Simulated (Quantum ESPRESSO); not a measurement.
The steps of a band-structure calculation for TiWC2 (R-3m, 4 atoms in the cell) with Quantum ESPRESSO.

Method: LDA (PW92), PseudoDojo standard norm-conserving (LDA) pseudopotentials (plane waves; Quantum ESPRESSO 7.5).

Step 1 (scf):

```fortran
&control
  calculation = 'scf'
  prefix = 'scf'
  outdir = './tmp/'
  pseudo_dir = './'
  tprnfor = .true.
  tstress = .true.
/
&system
  ibrav = 0
  nat = 4
  ntyp = 3
  ecutwfc = 85
  occupations = 'smearing'
  smearing = 'gauss'
  degauss = 0.0036749
/
&electrons
  conv_thr = 1.0d-9
/
ATOMIC_SPECIES
Ti    47.8670  Ti.upf
W    183.8400  W.upf
C     12.0110  C.upf
ATOMIC_POSITIONS crystal
Ti    0.500000000    0.500000000    0.500000000
W     0.000000000    0.000000000    0.000000000
C     0.249369000    0.249369000    0.249369000
C     0.750631000    0.750631000    0.750631000
K_POINTS automatic
5 5 5  0 0 0
CELL_PARAMETERS bohr
   2.912401022     1.681475514     9.595551160
  -2.912401022     1.681475514     9.595551160
   0.000000000    -3.362951027     9.595551160
```

Step 2 (bands):

```fortran
&control
  calculation = 'bands'
  prefix = 'scf'
  outdir = './tmp/'
  pseudo_dir = './'
  verbosity = 'high'
/
&system
  ibrav = 0
  nat = 4
  ntyp = 3
  ecutwfc = 85
  occupations = 'smearing'
  smearing = 'gauss'
  degauss = 0.0036749
  nbnd = 25
/
&electrons
  conv_thr = 1.0d-9
  startingwfc = 'random'
  diago_thr_init = 1.0d-6
/
ATOMIC_SPECIES
Ti    47.8670  Ti.upf
W    183.8400  W.upf
C     12.0110  C.upf
ATOMIC_POSITIONS crystal
Ti    0.500000000    0.500000000    0.500000000
W     0.000000000    0.000000000    0.000000000
C     0.249369000    0.249369000    0.249369000
C     0.750631000    0.750631000    0.750631000
K_POINTS crystal_b
13
  0.00000000   0.00000000   0.00000000  12  ! G
  0.50000000   0.00000000   0.00000000   8  ! L
  0.50000000   0.18713819  -0.18713819   1  ! B1
  0.81286181   0.50000000   0.18713819  13  ! B
  0.50000000   0.50000000   0.50000000   6  ! Z
  0.00000000   0.00000000   0.00000000  14  ! G
  0.34356909   0.00000000  -0.34356909   1  ! X
  0.65643091   0.34356909   0.00000000   6  ! Q
  0.50000000   0.50000000   0.00000000   2  ! F
  0.65643091   0.65643091   0.18713819  11  ! P1
  0.50000000   0.50000000   0.50000000   1  ! Z
  0.50000000   0.00000000   0.00000000   4  ! L
  0.81286181   0.34356909   0.34356909   1  ! P
CELL_PARAMETERS bohr
   2.912401022     1.681475514     9.595551160
  -2.912401022     1.681475514     9.595551160
   0.000000000    -3.362951027     9.595551160
```

Step 3 (bands.x):

```fortran
&bands
  prefix = 'scf'
  outdir = './tmp/'
  filband = 'bands.dat'
  lsym = .false.
/
```

Output of bands (abridged):

```
     Atomic positions and unit cell read from directory:
     ./tmp/scf.save/

     Message from routine setup:
     using ibrav=0 with symmetry is DISCOURAGED, use correct ibrav instead
     G-vector sticks info
     --------------------
     sticks:   dense  smooth     PW     G-vecs:    dense   smooth      PW
     Sum        1541    1541    447                29889    29889    4735

     bravais-lattice index     =            0
   [... lines left out ...]
     unit-cell volume          =     281.9440 (a.u.)^3
   [... lines left out ...]
                       cart. coord. in units 2pi/alat
        k(    1) = (   0.0000000   0.0000000   0.0000000), wk =   0.0250000
        k(    2) = (   0.0727335   0.0419927   0.0147172), wk =   0.0250000
        k(    3) = (   0.1454670   0.0839854   0.0294343), wk =   0.0250000
   [... 77 lines left out ...]

     Dense  grid:    29889 G-vectors     FFT dimensions: (  60,  60,  60)

     The potential is recalculated from file :
     ./tmp/scf.save/charge-density

     Band Structure Calculation
     Davidson diagonalization with overlap

     ethr =  1.00E-06,  avg # of iterations = 38.5

     End of band structure calculation

          k = 0.0000 0.0000 0.0000 (  3743 PWs)   bands (ev):

   -57.0486 -38.8595 -21.2573 -21.0859 -21.0859 -15.5583 -15.2445 -15.2445
     3.7304   7.8870   9.9714  12.8932  12.8932  16.6903  16.6903  16.7558
    18.0269  18.1112  18.1112  18.3001  18.3001  19.7377  19.7377  20.8963
    24.4123

          k = 0.0727 0.0420 0.0147 (  3752 PWs)   bands (ev):

   -57.0482 -38.8587 -21.2558 -21.0941 -21.0877 -15.5574 -15.2509 -15.2459
     3.7727   7.8526  10.0223  12.9026  12.9178  16.5481  16.6040  16.7430
    17.3301  17.9532  18.1935  18.6015  19.0624  19.7076  19.7245  20.8667
    24.4978

   [... 78 blocks of this kind left out ...]
```

Output of bands.x (abridged):

```
     Reading xml data from directory:

     ./tmp/scf.save/

     G-vector sticks info
     --------------------
     sticks:   dense  smooth     PW     G-vecs:    dense   smooth      PW
     Sum        1541    1541    447                29889    29889    4735

     Reading collected, re-writing distributed wavefunctions
     high-symmetry point:  0.0000 0.0000 0.0000   x coordinate   0.0000
     high-symmetry point:  0.8728 0.5039 0.1766   x coordinate   1.0232
     high-symmetry point:  0.5461 1.0697 0.1766   x coordinate   1.6765
     high-symmetry point:  0.5461 0.9459 0.5298   x coordinate   2.0508
     high-symmetry point:  0.0000 0.0000 0.5298   x coordinate   3.1431
     high-symmetry point:  0.0000 0.0000 0.0000   x coordinate   3.6729
   [... 2 lines left out ...]
     high-symmetry point:  0.0000 1.0078 0.3532   x coordinate   5.7771
     high-symmetry point:  0.0000 0.9459 0.5298   x coordinate   5.9642
     high-symmetry point:  0.0000 0.0000 0.5298   x coordinate   6.9101
     high-symmetry point:  0.8728 0.5039 0.1766   x coordinate   6.9101
     high-symmetry point:  0.8192 0.4730 0.5298   x coordinate   7.2687

     Plottable bands (eV) written to file bands.dat.gnu
     Bands written to file bands.dat

   JOB DONE.
```

The starting cell comes from a database of computed structures (which also holds hypothetical and non-ambient phases and stackings), without a prior relaxation at this level. Its lattice was rescaled by a random factor within 2.5 % of one. Spin-orbit coupling is off. Spin polarisation is off.
